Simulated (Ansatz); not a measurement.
The reference is ZrO2 in the fluorite structure (space group Fm-3m, No. 225; a = 5.089 Å).

Method: r2SCAN, PAW, 500 eV (Ansatz, a program for electronic structure; no spin-orbit coupling), earlier PAW set.

Before the change:

- Lattice parameter a: 9.617 bohr
- Gap character: indirect, X → Γ

Modification: full substitution Zr → Hf; the structure is relaxed again.

Tabulated Pauling electronegativity and covalent radius: Zr 1.33, 1.75 Å; Hf 1.30, 1.75 Å.

**Question.** What happens to the hole mass, electron mass, lattice parameter a and gap character?

**Answer.** The hole mass is 0.28 mₑ along k, 2.9 mₑ across (at X); the electron mass amounts to 1.0 mₑ along k, 0.75 mₑ across (at X); the lattice parameter a falls by 0.057 bohr to 9.560 bohr; the gap character changes from indirect, X → Γ to direct at X.

Spin-orbit coupling, missing from the scalar runs, can matter with Hf. Masses are band curvatures over ±0.01 Å⁻¹ around the edge. Along k means along the line from Γ to the band edge. No phonon test of stability was made. This is not the structure that HfO2 has at room temperature and ambient pressure. This is not the structure that ZrO2 has at room temperature and ambient pressure.
